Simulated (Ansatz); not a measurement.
Gap of a (8,0) SiC nanotube at several levels, all on one geometry.

Levels: PBE (plane waves to 420 eV, PAW; Ansatz, a program for electronic structure); r2SCAN (plane waves to 500 eV, PAW; Ansatz); HSE06 (Ansatz). Unmarked values and the geometry are of the first. Mesh 1×1×6. No spin polarisation. One-dimensional cell, images about 11 Å apart. A hypothetical model, rolled from the flat sheet. Only distortions within the start's symmetry and period were free. HSE06 ran on a 1×1×4 mesh and at PBE's edge points.

```csv
level,gap (eV)
PBE,1.36
r2SCAN,(withheld)
HSE06,2.14
```

**Question.** Some entries are withheld; supply them.

**Answer.** 
- r2SCAN, gap (eV): 1.62
